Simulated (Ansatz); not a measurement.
The starting structures come from a database of crystals and need not be the phases stable at ambient conditions.

Evanescent states of Cu$_{4}$SnP$_{10}$ (R3m, 15 atoms a cell, 18.0 Å³ an atom) along the normal of (001)

All values below come from r2SCAN (plane waves, PAW; Ansatz, a quantum-chemistry and plane-wave program).

The gap is the functional's own. No spin-orbit coupling. Mid-gap values are those at the computed energy nearest the middle.

Energies count from the valence-band top; κ is the least over a 6×6 mesh across the current.

| E (eV) | κ (1/Å) | where |
|---|---|---|
| 0.03 | 0.062 | Γ |
| 0.07 | 0.093 | Γ |
| 0.12 | 0.103 | Γ |
| 0.17 | 0.113 | Γ |
| 0.23 | 0.110 | Γ |
| 0.28 | 0.103 | Γ |
| 0.33 | 0.094 | Γ |
| 0.38 | 0.085 | Γ |
| 0.42 | 0.073 | Γ |
| 0.47 | 0.058 | Γ |
| 0.53 | 0.036 | Γ |

How thick must the barrier be to attenuate the transmission by 10^8 when the electrodes' Fermi level lies at 0.33 eV, and what attenuation does that film give at 0.47 eV?

d = 8 ln 10 / (2 × 0.094) = 98.0 Å. At 0.47 eV it gives 8 × 0.058/0.094 = 4.9 decades.
